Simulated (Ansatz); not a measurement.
**Hypothetical zinc blende TlBr, carrier doping**

Base system: TlBr in the zinc blende structure (space group F-43m, No. 216; a = 7.504 Å; a hypothetical phase, not in the database extracts checked).

Carriers are added at fixed cell with a uniform background; the Fermi–Dirac width is that of 300 K.

Computed with plane-wave PAW DFT at the PBE level (Ansatz, a quantum-chemistry and plane-wave program, 420 eV), no SOC, earlier PAW set.

Notes on the quantities. Fermi level from band edge: Fermi level relative to the doped band's edge (positive inside the band; to 0.05 eV).

| variant | Fermi level from band edge | gap between the host's bands |
|---|---|---|
| undoped | – | 2.96 eV |
| electrons 7.0×10^20 cm⁻³ | ? | ? |
| electrons 1.5×10^21 cm⁻³ | +0.30 eV | 2.89 eV |
| electrons 2.0×10^21 cm⁻³ | +0.35 eV | 2.87 eV |
| electrons 3.0×10^21 cm⁻³ | +0.45 eV | 2.82 eV |
| holes 7.0×10^20 cm⁻³ | +0.05 eV | 3.04 eV |
| holes 1.5×10^21 cm⁻³ | +0.05 eV | 3.13 eV |
| holes 2.0×10^21 cm⁻³ | +0.10 eV | 3.19 eV |
| holes 3.0×10^21 cm⁻³ | +0.10 eV | 3.31 eV |

### Question
Fill in the withheld entries from the trend.

### Answer

- electrons 7.0×10^20 cm⁻³, Fermi level from band edge: +0.15 eV
- electrons 7.0×10^20 cm⁻³, gap between the host's bands: 2.93 eV

Charged cell with a jellium background: band edges are those of the host's band count, energies are not comparable with the neutral cell, and many-body gap narrowing is missing. With Tl present, leaving out spin-orbit coupling can change the band edges. Whether these cells are dynamically stable was not tested.
